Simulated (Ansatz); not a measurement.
Take TiB$_{2}$ (space group P6/mmm, No. 191; a = 3.0324 Å, c = 3.2238 Å; relaxed with 0.1 eV smearing) as the base. Axes: x lies along a and z along c of the hexagonal cell.

The values are results of PBE in Ansatz (plane waves to 420 eV, PAW, no SOC), not measurements.

Strains are applied to the cell and any free atomic positions relax.

One change was made to it. Results:

The pressure (mean of the normal stresses, compression positive) goes from zero to 3.4 GPa; the energy increases by 2.8 meV/atom; the band gap remains zero.

**Question.** Which change produced these results?
(A) uniaxial strain ε_zz = −1.50 %
(B) uniaxial strain ε_zz = −0.50 %
(C) uniaxial strain ε_zz = −2.50 %
(D) uniaxial strain ε_zz = −1.00 %

**Answer.** A, uniaxial strain ε_zz = −1.50 %. For comparison, the energy relative to the base in the other runs: uniaxial strain ε_zz = −0.50 % gives +0.3 meV/atom; uniaxial strain ε_zz = −2.50 % gives +7.9 meV/atom; uniaxial strain ε_zz = −1.00 % gives +1.2 meV/atom.

Stability against distortions was not tested. The final runs are not spin-polarised.

Ansatz is a program for electronic structure.
